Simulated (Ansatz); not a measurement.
Base system: WC (space group P-6m2, No. 187; a = 2.922 Å, c = 2.846 Å; relaxed with 0.1 eV smearing). Axes: x lies along a and z along c of the hexagonal cell.

Level of theory: PBE (Ansatz, an electronic-structure program; PAW; 420 eV plane waves; no spin-orbit coupling).

Strains are applied to the cell and any free atomic positions relax; under biaxial strain the out-of-plane vector relaxes too.

One change was made to it. Results:

| quantity | base | after |
|---|---|---|
| shortest interatomic distance | 220.7 pm | 222.7 pm |
| pressure (mean of the normal stresses, compression positive) | 0.0 GPa | -10.5 GPa |

### Question
Which change produced these results?
A. biaxial strain +2.50 %, plane normal [001], relaxed out of plane
B. biaxial strain −2.00 %, plane normal [001], relaxed out of plane
C. biaxial strain +2.00 %, plane normal [001], relaxed out of plane
D. biaxial strain +0.50 %, plane normal [001], relaxed out of plane
E. biaxial strain −1.00 %, plane normal [001], relaxed out of plane

### Answer
C, biaxial strain +2.00 %, plane normal [001], relaxed out of plane. For comparison, the pressure in the other runs: biaxial strain +2.50 %, plane normal [001], relaxed out of plane gives -12.9 GPa; biaxial strain −1.00 %, plane normal [001], relaxed out of plane gives 6.0 GPa; biaxial strain +0.50 %, plane normal [001], relaxed out of plane gives -2.8 GPa; biaxial strain −2.00 %, plane normal [001], relaxed out of plane gives 12.6 GPa.

Stability against distortions was not tested. All final runs are without spin polarisation.
